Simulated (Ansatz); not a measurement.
## A series of runs on Sc2HgSe4 (Fd-3m, 14 atoms in the cell)

```
Sc2HgSe4
1.0
    0.00000     5.58797     5.58797
    5.58797     0.00000     5.58797
    5.58797     5.58797     0.00000
Sc Hg Se
4 2 8
Cartesian
  1.39699   1.39699   1.39699
  1.39699   4.19098   4.19098
  4.19098   1.39699   4.19098
  4.19098   4.19098   1.39699
  8.38196   8.38196   8.38196
  5.58797   5.58797   5.58797
  4.05240   4.05240   4.05240
  4.05240   7.12354   7.12354
  7.12354   4.05240   7.12354
  7.12354   7.12354   4.05240
  9.91753   9.91753   9.91753
  9.91753   6.84638   6.84638
  6.84638   9.91753   6.84638
  6.84638   6.84638   9.91753
```

Base run A: PBEsol, default PAW files made with PBE in Ansatz (a quantum-chemistry and plane-wave program), self-consistent single point.

Its settings: kpoints.mp_grid.grid = 5 5 5; hamiltonian.xc = pbesol; hamiltonian.pseudopotentials = {kind: paw} (the program's default PAW files); scf.occupations.method = fermi_dirac; scf.occupations.width = 0.1 eV.

The starting cell was generated: these elements placed on a structure prototype, without a prior relaxation; it need not be a known phase or ordering of this composition. Its lattice was rescaled by a random factor within 2.5 % of one. Ansatz's pressure includes its estimate of the finite-basis (Pulay) stress.

ΔF is the free energy per atom less that of run A. 

Run A gave: pressure (GPa) 0.81; largest force (eV/Å) 0.485; TS (meV/atom) 1.4; k-points 10.

Runs:
- B: kpoints.mp_grid.grid, scf.occupations.width = 3 3 3, 0.03 eV
- C: kpoints.mp_grid.grid, scf.occupations.width = 3 3 3, 0.1 eV
- D: kpoints.mp_grid.grid, scf.occupations.width = 3 3 3, 0.3 eV
- E: kpoints.mp_grid.grid, scf.occupations.width = 4 4 4, 0.03 eV
- F: kpoints.mp_grid.grid, scf.occupations.width = 4 4 4, 0.1 eV
- G: kpoints.mp_grid.grid, scf.occupations.width = 4 4 4, 0.3 eV
- H: kpoints.mp_grid.grid, scf.occupations.width = 5 5 5, 0.03 eV
- I: kpoints.mp_grid.grid, scf.occupations.width = 5 5 5, 0.3 eV
- J: kpoints.mp_grid.grid, scf.occupations.width = 6 6 6, 0.03 eV
- K: kpoints.mp_grid.grid, scf.occupations.width = 6 6 6, 0.1 eV
- L: kpoints.mp_grid.grid, scf.occupations.width = 6 6 6, 0.3 eV

Question: What does run D change against A?

Answer: The free energy falls by 11.5 meV/atom, the pressure goes from 0.81 to 0.93 GPa and the largest force goes from 0.485 to 0.462 eV/Å.

Question: What does run B change against A?

Answer: The free energy rises by 3.4 meV/atom, the pressure hardly changes (0.81 to 0.84 GPa) and the largest force hardly changes (0.485 to 0.493 eV/Å).

Question: What does run L change against A?

Answer: The free energy falls by 13.3 meV/atom, the pressure moves little (0.81 to 0.90 GPa) and the largest force goes from 0.485 to 0.461 eV/Å.

```csv
run,ΔF (meV/atom),pressure (GPa),largest force (eV/Å),TS (meV/atom),k-points
A,0.00,0.81,0.485,1.4,10
B,3.4,0.84,0.493,0.3,4
C,2.5,0.84,0.491,1.8,4
D,-11.5,0.93,0.462,48.7,4
E,0.85,0.82,0.489,0.1,8
F,0.28,0.82,0.487,1.4,8
G,-13.1,0.90,0.461,47.1,8
H,0.50,0.82,0.487,0.1,10
I,-13.3,0.90,0.461,46.8,10
J,0.43,0.82,0.486,0.1,16
K,-0.07,0.81,0.484,1.4,16
L,-13.3,0.90,0.461,46.7,16
```

Keys are those of Ansatz 0.2.
